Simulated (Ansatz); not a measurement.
## fluorite-type NiSi2 (1 1 0) on silicon (1 1 0) (film strained to the substrate, started from cuts of the bulks and a machine-learned relaxation)

A periodic stack without vacuum, fluorite-type NiSi2 (1 1 0) on silicon (1 1 0) (film strained to the substrate, started from cuts of the bulks and a machine-learned relaxation): substrate slab Si16, film Ni6Si12, surface cells [[0, -1], [1, -1]] and [[0, -1], [1, -1]], film strained by +0.5 and +0.5 %, outermost planes Si/Si and NiSi/NiSi as cut, which need not be the usual terminations and can put a slab off its formula.

The start was prepared with a machine-learned potential, and the result is one local minimum, with the in-plane cell held and forces under 0.04 eV/Å; the film can end far from its bulk form.

All values below come from PBE (plane waves to 420 eV, PAW; Ansatz, a program for electronic structure). No spin–orbit coupling; the runs are not spin-polarised; PBE gaps are too small against experiment. Its k-point mesh 10×6×1, Fermi–Dirac width 0.05 eV.

interface area: 21.2 Å²
period: 27.08 Å
gaps between the outermost planes at the two interfaces: 2.09 and 1.88 Å
Si–Si contacts across the interfaces within 1.22 times the sum of covalent radii: 4, mean 2.46 Å
Ni–Si contacts across the interfaces within 1.22 times the sum of covalent radii: 3, mean 2.42 Å
hole barrier (PBE, at the middle of a substrate layer that carries a field): 0.43 eV
electron barrier (PBE, at the middle of a substrate layer that carries a field): 0.18 eV
slope of the mean potential energy in the substrate: -1.4 MV/cm × e

```yaml
crystal:
  lattice:
    - [3.86778, 0.00005, -0.04504]
    - [3.86800, 5.46994, -0.00498]
    - [1.28525, 2.02592, 27.08110]
  atoms:
    - { symbol: Si, position: [0.29064, 0.42823, 0.10801] }
    - { symbol: Si, position: [0.54289, 0.67626, 0.10664] }
    - { symbol: Si, position: [0.29571, 0.94130, 0.03316] }
    - { symbol: Si, position: [0.53523, 0.20071, 0.03724] }
    - { symbol: Si, position: [0.31478, 0.36870, 0.24985] }
    - { symbol: Si, position: [0.56511, 0.61849, 0.24943] }
    - { symbol: Si, position: [0.30351, 0.89791, 0.17793] }
    - { symbol: Si, position: [0.55483, 0.14639, 0.17872] }
    - { symbol: Si, position: [0.33593, 0.31190, 0.39234] }
    - { symbol: Si, position: [0.58778, 0.56004, 0.39224] }
    - { symbol: Si, position: [0.32581, 0.83993, 0.32088] }
    - { symbol: Si, position: [0.57618, 0.08936, 0.32116] }
    - { symbol: Si, position: [0.35362, 0.25559, 0.53222] }
    - { symbol: Si, position: [0.61405, 0.50527, 0.53228] }
    - { symbol: Si, position: [0.34000, 0.78704, 0.46268] }
    - { symbol: Si, position: [0.60295, 0.02890, 0.46288] }
    - { symbol: Ni, position: [0.50632, 0.82166, 0.68090] }
    - { symbol: Ni, position: [0.49494, 0.35000, 0.61062] }
    - { symbol: Ni, position: [0.52296, 0.76895, 0.82044] }
    - { symbol: Ni, position: [0.51545, 0.29483, 0.75004] }
    - { symbol: Ni, position: [0.52768, 0.72865, 0.96013] }
    - { symbol: Ni, position: [0.52426, 0.24883, 0.89119] }
    - { symbol: Si, position: [0.75034, 0.07164, 0.67984] }
    - { symbol: Si, position: [0.24726, 0.09374, 0.60963] }
    - { symbol: Si, position: [0.74207, 0.60781, 0.60944] }
    - { symbol: Si, position: [0.26023, 0.57415, 0.67962] }
    - { symbol: Si, position: [0.77297, 0.01872, 0.82134] }
    - { symbol: Si, position: [0.26275, 0.04814, 0.74998] }
    - { symbol: Si, position: [0.76634, 0.54309, 0.75079] }
    - { symbol: Si, position: [0.26931, 0.52245, 0.82069] }
    - { symbol: Si, position: [0.80294, 0.95416, 0.95798] }
    - { symbol: Si, position: [0.27522, 0.99818, 0.88978] }
    - { symbol: Si, position: [0.77970, 0.49347, 0.89352] }
    - { symbol: Si, position: [0.28210, 0.47307, 0.96370] }
```
